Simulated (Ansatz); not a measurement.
Consider La (space group P6_3/mmc, No. 194; a = 3.7835 Å, c = 12.0681 Å; relaxed with 0.1 eV smearing). Axes: x lies along a and z along c of the hexagonal cell.

Structures relaxed with r2SCAN/PAW in Ansatz (a first-principles code), scalar-relativistic without spin-orbit coupling.

Base:

Simulated powder pattern, Mo Kα, λ = 0.71073 Å (kinematic, ideal powder, no thermal factors, no anomalous dispersion; the 14 strongest lines at most, above 2 %, up to 2θ = 40°):

```csv
2θ (°),I/Imax (%),hkl
12.45,7.7,(100)
12.91,42,(101)
13.53,33,(004)
14.18,100,(102)
16.08,24,(103)
21.07,12,(105)
21.65,29,(110)
23.93,24,(106)
25.62,35,(114)
25.98,19,(202)
32.49,9.7,(206)
34.07,17,(212)
35.07,14,(118)
39.39,10,(216)
```

Now apply this change: compressive biaxial strain of 2.46 % in the plane normal to [001], as in epitaxy on a mismatched substrate; the out-of-plane cell vector and the atoms relax.

Question: How do the reflections move or split?

Answer: 
Simulated powder pattern, Mo Kα, λ = 0.71073 Å (kinematic, ideal powder, no thermal factors, no anomalous dispersion; the 14 strongest lines at most, above 2 %, up to 2θ = 40°):

| 2θ (°) | d (Å) | I/Imax (%) | hkl |
|---|---|---|---|
| 12.77 | 3.196 | 7.5 | (100) |
| 13.20 | 3.091 | 42 | (101) |
| 13.40 | 3.046 | 36 | (004) |
| 14.43 | 2.830 | 100 | (102) |
| 16.27 | 2.512 | 24 | (103) |
| 21.13 | 1.938 | 12 | (105) |
| 22.21 | 1.845 | 28 | (110) |
| 23.93 | 1.714 | 25 | (106) |
| 26.02 | 1.578 | 35 | (114) |
| 26.58 | 1.546 | 19 | (202) |
| 32.87 | 1.256 | 9.7 | (206) |
| 34.90 | 1.185 | 16 | (212) |
| 35.22 | 1.175 | 14 | (118) |
| 36.37 | 1.139 | 7.1 | (1 0 10) |

The indices refer to the base's conventional cell; one index is shown for lines that coincide.

No phonon test of stability was made.
